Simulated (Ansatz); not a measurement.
Start from MgSe in the rock salt structure (space group Fm-3m, No. 225; a = 5.508 Å).

All numbers come from PBE (Ansatz, a program for electronic structure), no spin-orbit coupling.

One change was made to it. Results:

The valley order (the lowest conduction-band minima on the path, energy above the VBM, named in the base's zone) goes from X along ⟨100⟩ 1.77 eV; Γ 2.40 eV to X along ⟨100⟩ 1.79 eV; Γ 2.47 eV; the electron mass is still 0.48 mₑ along k, 0.24 mₑ across (at X); the lattice parameter a falls by 0.0208 Å, from 5.508 Å to 5.488 Å; the hole mass (degenerate bands, along [100]) becomes 0.16, 0.81, 0.81 mₑ (at Γ) (base: 0.16, 0.82, 0.82 mₑ (at Γ)).

### Question
Which change produced these results?
(A) pressure −2 GPa
(B) pressure 5 GPa
(C) pressure −1 GPa
(D) pressure 0.7 GPa
(E) pressure 10 GPa

### Answer
D, pressure 0.7 GPa. For comparison, the valley order in the other runs: pressure −2 GPa gives X along ⟨100⟩ 1.71 eV; Γ 2.18 eV; pressure 5 GPa gives X along ⟨100⟩ 1.89 eV; Γ 2.88 eV; pressure −1 GPa gives X along ⟨100⟩ 1.74 eV; Γ 2.29 eV; pressure 10 GPa gives X along ⟨100⟩ 1.98 eV; Γ 3.30 eV.

The levels and masses belong to the bands next to the band gap. Load acts through the strain it causes; cell and atoms are relaxed under it. Effective masses come from finite differences of ±0.01 Å⁻¹. Along k means along the line from Γ to the band edge. Whether these cells are dynamically stable was not tested. No other phases were tried under pressure.
